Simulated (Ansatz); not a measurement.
Consider HgTe in the zinc blende structure (space group F-43m, No. 216).

```
HgTe
1.0
    0.00000     3.21750     3.21750
    3.21750     0.00000     3.21750
    3.21750     3.21750     0.00000
Hg Te
1 1
Cartesian
  0.00000   0.00000   0.00000
  1.60875   1.60875   1.60875
```

Cartesian axes are those of the cell as printed.

The values are results of LDA (Ansatz, an electronic-structure program; PAW; 420 eV plane waves; no SOC), not measurements.

Strains are applied to the cell and any free atomic positions relax; under biaxial strain the out-of-plane vector relaxes too.

One change was made to it. Results:

The pressure (mean of the normal stresses, compression positive) goes from zero to 0.4 GPa; the energy rises by 2.0 meV/atom; the shortest interatomic distance decreases by 0.0077 Å (2.786 Å → 2.779 Å).

Problem. What was done to the base?
A) biaxial strain −0.50 %, plane normal [001], relaxed out of plane
B) biaxial strain +0.50 %, plane normal [001], relaxed out of plane
C) biaxial strain −1.50 %, plane normal [001], relaxed out of plane
D) biaxial strain −2.00 %, plane normal [001], relaxed out of plane

Solution. C, biaxial strain −1.50 %, plane normal [001], relaxed out of plane. For comparison, the energy relative to the base in the other runs: biaxial strain −0.50 %, plane normal [001], relaxed out of plane gives +0.2 meV/atom; biaxial strain +0.50 %, plane normal [001], relaxed out of plane gives +0.2 meV/atom; biaxial strain −2.00 %, plane normal [001], relaxed out of plane gives +3.5 meV/atom.

The mesh was chosen for an insulator and is coarse for the gapless case. Whether these cells are dynamically stable was not tested. All final runs are without spin polarisation. Gaps under 0.05 eV, about the width of the smearing, are given as zero.
